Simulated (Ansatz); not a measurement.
Take CuAu (space group P4/mmm, No. 123; a = 2.8129 Å, c = 3.5930 Å; relaxed with 0.1 eV smearing) as the base. Axes: x, y, z lie along a, b, c of the conventional cell.

The values are results of PBEsol (Ansatz, a quantum-chemistry and plane-wave program; PAW; 420 eV plane waves; without spin-orbit coupling), not measurements.

Base values:

* **Pressure**: 0.0 GPa

It is then changed as follows: compressive biaxial strain of 2.00 % in the plane normal to [001], as in epitaxy on a mismatched substrate; the out-of-plane cell vector and the atoms relax.

Problem. What happens to the pressure?

Solution. The pressure (mean of the normal stresses, compression positive) goes from zero to 1.5 GPa.

Problem. What happens to the out-of-plane strain?

Solution. The out-of-plane strain comes out as +3.41 %.

No phonon test of stability was made. All final runs are without spin polarisation.
